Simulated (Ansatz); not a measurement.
The reference is GaAs in the zinc blende structure (space group F-43m, No. 216; a = 5.746 Å).

(Cell as relaxed with PBE.)

Levels (all Ansatz, a program for electronic structure, PAW, earlier PAW set): PBE (420 eV, no spin-orbit coupling); r2SCAN (500 eV, without spin-orbit coupling).

Each level relaxes its own structure.

```
base                      PBE    r2SCAN
-------------------  --------  --------
volume per atom      23.71 Å³  22.73 Å³
lattice parameter a   5.746 Å   5.666 Å
band gap              0.16 eV   0.97 eV
```

It is then changed as follows: a negative pressure, −1 GPa.

| quantity | PBE | r2SCAN |
|---|---|---|
| valley order (the lowest conduction-band minima on the path, energy above the VBM, named in the base's zone) | Γ 0.04 eV; L along ⟨111⟩ 0.83 eV; a point along ⟨100⟩, about 0.9 Å⁻¹ from Γ 1.51 eV | ___ |
| volume per atom | 24.13 Å³ | ___ |

Question: Given the PBE results, estimate those of r2SCAN.

Answer: 
- valley order (the lowest conduction-band minima on the path, energy above the VBM, named in the base's zone), r2SCAN: Γ 0.86 eV; L along ⟨111⟩ 1.32 eV; a point along ⟨100⟩, about 1.0 Å⁻¹ from Γ 1.74 eV
- volume per atom, r2SCAN: 23.06 Å³

Both order the valleys alike; PBE's volume per atom lies 1.07 Å³ above r2SCAN's (4.6 %). Neither level is exact; r2SCAN is the comparison here, not a measurement.

Load acts through the strain it causes; cell and atoms are relaxed under it. Stability against distortions was not tested. All final runs are without spin polarisation. The zero or small gap of GaAs can change with the level of theory.
